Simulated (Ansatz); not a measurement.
**ZnS, response to strain**

Start from ZnS in the zinc blende structure (space group F-43m, No. 216).

```
CELL_PARAMETERS angstrom
      0.00000     2.67832     2.67832
      2.67832     0.00000     2.67832
      2.67832     2.67832     0.00000
ATOMIC_POSITIONS crystal
  Zn 0.00000 0.00000 0.00000
  S  0.25000 0.25000 0.25000
```

Cartesian axes are those of the cell as printed.

Strains are applied to the cell and any free atomic positions relax; under biaxial strain the out-of-plane vector relaxes too.

Calculations: PBEsol in Ansatz (plane waves to 420 eV, PAW, spin-orbit coupling left out).

Candidates:
(a) biaxial strain −2.00 %, plane normal [001], relaxed out of plane
(b) biaxial strain +2.00 %, plane normal [001], relaxed out of plane
(c) biaxial strain −0.50 %, plane normal [001], relaxed out of plane

### Question
Order them by out-of-plane strain, lowest first.

### Answer
(b) biaxial strain +2.00 %, plane normal [001], relaxed out of plane (-2.48 %), (c) biaxial strain −0.50 %, plane normal [001], relaxed out of plane (+0.59 %), (a) biaxial strain −2.00 %, plane normal [001], relaxed out of plane (+2.38 %)

Stability against distortions was not tested.

Ansatz is a first-principles code.
